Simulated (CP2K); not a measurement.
Band structure of HgAsPd₅ (P4/mmm, 7 atoms in the cell).

```
HgAsPd5
1.0
    4.10257     0.00000     0.00000
    0.00000     4.10257     0.00000
    0.00000     0.00000     7.23312
Hg As Pd
1 1 5
Direct
  0.50000   0.50000   0.00000
  0.00000   0.00000   0.50000
  0.00000   0.00000   0.00000
  0.50000   0.00000   0.70767
  0.50000   0.00000   0.29233
  0.00000   0.50000   0.70767
  0.00000   0.50000   0.29233
```

Computed with LDA (Pade form), GPW, DZVP-MOLOPT-SR-GTH basis, GTH-PADE potentials (GTH_POTENTIALS) in CP2K.

Settings: CUTOFF = 500 Ry; REL_CUTOFF = 40 Ry; SMEAR/METHOD = GAUSSIAN; SIGMA = 0.05 eV; KPOINTS/SCHEME = MONKHORST-PACK 6 6 3; GAMMA_CENTERED = T; XC_FUNCTIONAL = PADE; Hg/BASIS_SET = DZVP-MOLOPT-SR-GTH; Hg/POTENTIAL = GTH-PADE-q12; As/BASIS_SET = DZVP-MOLOPT-SR-GTH; As/POTENTIAL = GTH-PADE-q5; Pd/BASIS_SET = DZVP-MOLOPT-SR-GTH; Pd/POTENTIAL = GTH-PADE-q18; METHOD = GPW.

The starting cell comes from a database of computed structures (which also holds hypothetical and non-ambient phases and stackings), without a prior relaxation at this level. Its lattice was rescaled by a random factor within 2.5 % of one. Spin-orbit coupling is off. Spin polarisation is off; with an odd number of electrons in the cell that forces a metal, and a magnetic state may lie lower. Values carry the incompleteness of an atom-centred basis.

Levels in eV from the Fermi level, bands 51 to 56:
| point | 51 | 52 | 53 | 54 | 55 | 56 |
|---|---|---|---|---|---|---|
| Γ | -0.87 | -0.24 | -0.22 | 0.26 | 0.26 | 2.61 |
| X | -1.34 | -0.67 | -0.16 | 0.04 | 0.27 | 1.26 |
| M | -0.61 | -0.61 | -0.45 | -0.45 | 0.22 | 0.98 |
| Z | -0.38 | -0.24 | -0.22 | 1.04 | 1.85 | 1.85 |
| R | -1.26 | -1.09 | -1.07 | -0.61 | 2.37 | 2.55 |
| A | -0.81 | -0.40 | -0.06 | 0.46 | 0.46 | 0.77 |

Bands cross the Fermi level along this path, so the cell is metallic at this level.

Higher empty bands are left out: an atom-centred basis made for the valence describes them poorly.
